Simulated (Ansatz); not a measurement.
Consider SiC (space group P6_3mc, No. 186).

```
SiC
1.0
    3.05845     0.00000     0.00000
   -1.52923     2.64870     0.00000
    0.00000     0.00000    10.01200
Si C
4 4
Direct
  0.00000   0.00000   0.50031
  0.00000   0.00000   0.00031
  0.33333   0.66667   0.25025
  0.66667   0.33333   0.75025
  0.00000   0.00000   0.31286
  0.00000   0.00000   0.81286
  0.33333   0.66667   0.06221
  0.66667   0.33333   0.56221
```

The values are results of LDA, PAW, 420 eV (Ansatz, a first-principles code; no spin-orbit coupling), not measurements.

Strains are applied to the cell and any free atomic positions relax.

One change was made to it. Results:

The pressure (mean of the normal stresses, compression positive) goes from zero to 11.38 GPa; the energy rises by 15 meV/atom; the mean gap deformation potential ΔEg/Δln V comes out as -0.2 eV; the gap character remains indirect, Γ → M.

Problem. What was done to the base?
A. isotropic strain −3.00 %
B. isotropic strain −2.25 %
C. isotropic strain −1.50 %

Solution. C, isotropic strain −1.50 %. For comparison, the energy relative to the base in the other runs: isotropic strain −2.25 % gives +35 meV/atom; isotropic strain −3.00 % gives +64 meV/atom.

Whether these cells are dynamically stable was not tested.
